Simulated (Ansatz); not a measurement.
Hypothetical cubic perovskite TlZnBr3: element substitutions

The reference is TlZnBr₃ in the cubic perovskite structure (space group Pm-3m, No. 221; a = 5.1349 Å; a hypothetical phase, not in the database extracts checked).

Each row replaces one element on all its sites; cell and atoms are relaxed.

Calculations: Ansatz (a quantum-chemistry and plane-wave program) PBEsol, without spin-orbit coupling.

```tsv
change	band gap	density
base	0.29 eV	6.25 g/cm³
Br → Cl	1.62 eV	5.46 g/cm³
Zn → Ti	zero	5.83 g/cm³
Br → I	zero	6.34 g/cm³
```

Other magnetic orders, which the real material may have, were not ruled out. Spin-orbit coupling, missing from the scalar runs, can matter with Tl. Stability against distortions was not tested. As relaxed here, TlZnCl3, TiTlBr3 and TlZnI3 are hypothetical phases, not in the database extracts checked. No Hubbard U is applied, and correlation can decide whether such a compound is a metal. Spin-polarised in the final run: TiTlBr3; the other runs are not. Many cubic perovskites are stable only at high temperature; tilts and polar distortions were not tested. A zero or small gap of TlZnBr3 and TlZnI3 can be the functional's error rather than a property of the material.
